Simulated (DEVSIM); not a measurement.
System: isotype n-n heterojunction In0.49Ga0.51P/GaAs, at 300 K.

```tsv
layer (left to right)	material	thickness (μm)	Nd (cm⁻³)	τn (s)	τp (s)
1	In0.49Ga0.51P	0.0420	1e16	2.9e-9	2.9e-9
2	GaAs	0.180	2.3e15	2.9e-9	2.9e-9
```

Left contact: ohmic. Right contact: ohmic. Voltage is applied to the left contact. Recombination: SRH at mid-gap, Auger. Mobility is μmin + (μ − μmin)/(1 + (N/Nref)^α).

This is a model device: material constants are rounded textbook-type values typed into the input, and sizes, dopings and lifetimes were drawn at random. Values at 300 K.

| parameter | In0.49Ga0.51P | GaAs |
|---|---|---|
| gap (eV) | 1.89 | 1.424 |
| affinity (eV) | 4 | 4.07 |
| permittivity | 11.8 | 12.9 |
| Nc (cm⁻³) | 9e17 | 4.7e17 |
| Nv (cm⁻³) | 1.3e19 | 9e18 |
| μn (cm²/Vs) | 1500 | 8500 |
| μp (cm²/Vs) | 80 | 400 |
| μn,min | 400 | 500 |
| μp,min | 15 | 20 |
| Nref,n | 2e16 | 6e16 |
| Nref,p | 1.5e17 | 1.5e17 |
| αn | 0.7 | 0.39 |
| αp | 0.8 | 0.38 |
| Cn (cm⁶/s) | 3e-30 | 1e-30 |
| Cp (cm⁶/s) | 3e-30 | 1e-30 |

DEVSIM, 1D drift-diffusion, Boltzmann statistics, complete ionisation; no tunnelling, impact ionisation, image-force lowering or self-heating. Band offsets follow the typed affinities; no thermionic-emission limit at abrupt steps, no polarisation charge.

Task: Tabulate band edges, carrier densities and field at zero bias.

Result: Energies count from the Fermi level of the right contact; mesh points crowd at the junctions.

```
x (μm)    Ec (eV)  Ev (eV)  n (cm⁻³)  p (cm⁻³)  field (V/cm)
--------  -------  -------  --------  --------  ------------
0.000       0.116   -1.774    1.0e16     < 1e2          7600
0.002585    0.118   -1.772    9.3e15     < 1e2          7600
0.005844    0.121   -1.769    8.4e15     < 1e2          7600
0.01083     0.125   -1.765    7.3e15     < 1e2          7800
0.02023     0.132   -1.758    5.4e15     < 1e2          8300
0.02833     0.139   -1.751    4.1e15     < 1e2          9000
0.03414     0.145   -1.745    3.4e15     < 1e2          9600
0.03916     0.150   -1.740    2.8e15     < 1e2         10000
0.04182     0.152   -1.738    2.5e15     < 1e2         10000
0.04411     0.084   -1.340    1.8e16     < 1e2          9000
0.04792     0.088   -1.336    1.6e16     < 1e2          8200
0.05580     0.094   -1.330    1.3e16     < 1e2          6900
0.06578     0.100   -1.324    9.9e15     < 1e2          5700
0.08105     0.107   -1.317    7.4e15     < 1e2          4400
0.1127      0.118   -1.306    4.8e15     < 1e2          2800
0.1487      0.127   -1.297    3.5e15     < 1e2          1900
0.1738      0.131   -1.293    3.0e15     < 1e2          1500
0.1922      0.134   -1.290    2.7e15     < 1e2          1400
0.2068      0.136   -1.288    2.5e15     < 1e2          1300
0.2138      0.136   -1.288    2.4e15     < 1e2          1300
0.2184      0.137   -1.287    2.3e15     < 1e2          1300
0.2220      0.138   -1.286    2.3e15     < 1e2          1300
```
